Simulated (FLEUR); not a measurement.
Worked example: self-consistent single point of LaAg (Pm-3m, 2 atoms in the cell) in FLEUR.

Computed with PBEsol, all-electron FLAPW (FLEUR), scalar-relativistic valence in FLEUR.

```xyz
2
Lattice="3.7600 0.0000 0.0000 0.0000 3.7600 0.0000 0.0000 0.0000 3.7600" Properties=species:S:1:pos:R:3 pbc="T T T"
Ag     0.0000     0.0000     0.0000
La     1.8800     1.8800     1.8800
```

Reference input (self-consistent single point, DFT, PBEsol, all-electron FLAPW (FLEUR), scalar-relativistic valence): Kmax = 3.8 1/bohr; GmaxXC = 11.4 1/bohr; xcFunctional = PBEs; jspins = 1; l_soc = F; mode = hist; fermiSmearingEnergy = 0.00367493 Htr; mesh (inpgen div1-3) = 9 9 9; inpgen gamma flag = false; Gmax = 11.4 1/bohr; numbands = 0; maxIterBroyd = 99. This run's input differs from it in these lines:

```diff
@@ -15,3 +15,3 @@
 &exco xctyp='PBEs' /
-&kpt div1=9 div2=9 div3=9 /
+&kpt div1=7 div2=7 div3=7 /
 &end /
```

Output (repeated stretches shortened):

```
 Iteration:     1   Distance:      12.19678932 me/bohr^3
 Iteration:     2   Distance:       9.26984555 me/bohr^3
 Iteration:     3   Distance:       3.61127024 me/bohr^3
 Iteration:     4   Distance:       3.57025903 me/bohr^3
 Iteration:     5   Distance:       0.75211753 me/bohr^3
   [... 7 lines left out ...]
 Iteration:    13   Distance:       0.00064014 me/bohr^3
 Iteration:    14   Distance:       0.00027867 me/bohr^3
 Iteration:    15   Distance:       0.00001507 me/bohr^3
 Iteration:    16   Distance:       0.00000644 me/bohr^3
 Run finished successfully
 Stop message:
   Structural relaxation: Done

[file out, last iteration]
             iter=     17
[...]
          total density-effective poten   -2.3066399007E+04
          total charge density-energy d   -3.4776920787E+02
 Updated energy parameters for spin:           1
[...]
 fermi energy and band-weighting factors:

[...]
FERMIE:
          first approx. to ef    (T=0)  :   0.361045 htr   (energy of the highest occ. eigenvalue)
          number of occ. states  (T=0)  :        278
          first approx. to seigv (T=0)  : -10.308911 htr
          sum of weights of occ. states :  14.002915
          sum of semicore charge        :   0.000000 e
FERHIS:  Fermi-Energy by histogram:
          bandgap                     :   0.000009 htr
   [... lines left out ...]
          charge neutrality (T=0)     :   0.005831    (zero if the highest occ. eigenvalue is "entirely" occupied)
     EF_NEWTON:  Adjust Fermi-Energy by Newton-Method.
 Direct bandgap for spin            1 :    3.5451465553296702E-003  Htr
 ---->    free energy=                    -13809.2092468612 htr
   [... lines left out ...]
      extrapolation for T->0
 ---->    total electron energy=          -13809.2077819926 htr
 ***** TOTAL FORCES ON ATOMS *****
 TOTAL FORCE FOR ATOM TYPE=  1  X=  0.000   Y=  0.000   Z=  0.000
                       FX_TOT= 0.000000 FY_TOT= 0.000000 FZ_TOT= 0.000000
 TOTAL FORCE FOR ATOM TYPE=  2  X=  3.553   Y=  3.553   Z=  3.553
                       FX_TOT= 0.000000 FY_TOT= 0.000000 FZ_TOT= 0.000000
 Structural relaxation: Done
```

The run converged in 16 iterations. FLEUR gives forces in its relaxation mode, with a further iteration, so its stop message speaks of a relaxation. Against the reference run the free energy goes up by 5.3 meV/atom.

The starting cell comes from a database of published, mostly measured structures (it also holds non-ambient and calculated ones), without a prior relaxation at this level. Values depend on the basis (sphere radii, cutoffs, local orbitals), which need not be converged. The log's line on a gap gives a spacing of levels on this mesh, which the program prints for metals too.

Cost on one core of a shared machine: roughly 50 s.
